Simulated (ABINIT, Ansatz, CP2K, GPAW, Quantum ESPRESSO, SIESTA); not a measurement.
# SbPt (P6_3/mmc, 4 atoms in the cell) computed with different codes at matched settings

Self-consistent single point.

```xyz
4
Lattice="4.1453 0.0000 0.0000 -2.0726 3.5899 0.0000 0.0000 0.0000 5.4965" Properties=species:S:1:pos:R:3 pbc="T T T"
Sb     2.0726     1.1966     4.1224
Sb     0.0000     2.3933     1.3741
Pt     0.0000     0.0000     2.7483
Pt     0.0000     0.0000     0.0000
```

Shared settings, as Ansatz (a first-principles code) writes them: kpoints.mp_grid.grid = 8 8 5; scf.occupations.method = fermi_dirac; scf.occupations.width = 0.1 eV. Potentials and cutoffs stand in the table.

```tsv
code	model	pressure (GPa)	cutoff
CP2K	LDA (Pade form), GPW, DZVP-MOLOPT-SR-GTH basis, GTH-PADE potentials (GTH_POTENTIALS)	-11.65	grid 500 Ry
GPAW	LDA (Perdew-Wang 92), GPAW PAW datasets LDA (gpaw-data 1.0.1)	-2.57	550 eV
Quantum ESPRESSO	LDA (PZ), GBRV 1.5 ultrasoft (LDA) pseudopotentials	-1.94	40 Ry
SIESTA	LDA PW92, numerical atomic orbitals DZP, PseudoDojo LDA standard norm-conserving potentials (rewritten from UPF to PSML)	1.27	grid 400 Ry
ABINIT	LDA (PW92), norm-conserving pseudopotentials (PseudoDojo nc-sr-04 LDA standard)	-1.61	42 Ha
Ansatz	LDA (PW92), PAW files made with PBE	-1.76	420 eV
```

On Ansatz's run: spin-orbit coupling is off. Spin polarisation is off.

The spread over the programs that give each value: pressure within 12.92 GPa.

CP2K and SIESTA use small atom-centred bases, whose incompleteness enters pressures, forces and empty levels differently from a plane-wave cutoff. Ansatz's pressure is given at a fixed set of plane waves, as the other plane-wave codes print theirs; with its correction for the finite basis it is -1.72 GPa. The same LDA comes in different parametrisations, which differ slightly. In the pressure, CP2K (by 9.81) and SIESTA (by 3.12) lie more than 1 GPa from the median of the plane-wave programs.

The starting cell comes from a database of computed structures (which also holds hypothetical and non-ambient phases and stackings), without a prior relaxation at this level. Its lattice was rescaled by a random factor within 2.5 % of one.

Left out of this page: Elk and FLEUR (not drawn, or without a comparable value).

Keys are those of Ansatz 0.2.
